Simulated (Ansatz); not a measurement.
Results of PBEsol (plane waves, PAW; Ansatz, a program for electronic structure) for TmGa₃ (Pm-3m, No. 221).

Settings: plane-wave cutoff 500 eV, 14×14×14 k mesh, Fermi–Dirac smearing 0.1 eV, spin-polarised start, scalar-relativistic PAW data made under PBE.

Computed at the level's own relaxed cell.

Give the computed equilibrium volume per atom and lattice constant a.


* **equilibrium volume per atom**: 18.01 Å³/atom
* **lattice constant a**: 4.161 Å

The run finds no gap.

Note: the magnetic order was assumed, not searched for or taken from measurement; the 4f shell is treated without U or exact exchange, so its levels and filling can be wrong.

Spin–orbit coupling is not included.

Static lattice: no zero-point or thermal effects.
